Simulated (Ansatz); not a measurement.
Base system: SiC in the wurtzite structure (space group P6_3mc, No. 186; a = 3.056 Å, c = 5.016 Å).

The values are results of LDA, PAW, 420 eV (Ansatz, a quantum-chemistry and plane-wave program; no SOC), not measurements.

Strains are applied to the cell and any free atomic positions relax.

One change was made to it. Results:

| quantity | base | after |
|---|---|---|
| energy relative to the base (free energy F) | 0 meV/atom | +35 meV/atom |
| electron mass | 0.26 mₑ along c, 0.43 mₑ across (at K) | 0.27 mₑ along c, 0.44 mₑ across (at K) |
| pressure (mean of the normal stresses, compression positive) | 0.0 kbar | -142.6 kbar |
| smallest direct gap | 3.92 eV | 3.78 eV |

**Question.** Which change produced these results?
A. isotropic strain +2.40 %
B. isotropic strain +1.20 %
C. isotropic strain +1.80 %

**Answer.** A, isotropic strain +2.40 %. For comparison, the energy relative to the base in the other runs: isotropic strain +1.20 % gives +9.1 meV/atom; isotropic strain +1.80 % gives +20 meV/atom.

Masses are band curvatures over ±0.01 Å⁻¹ around the edge. Gaps are Kohn–Sham eigenvalue differences; semilocal functionals usually give less than the measured gap. No phonon test of stability was made.
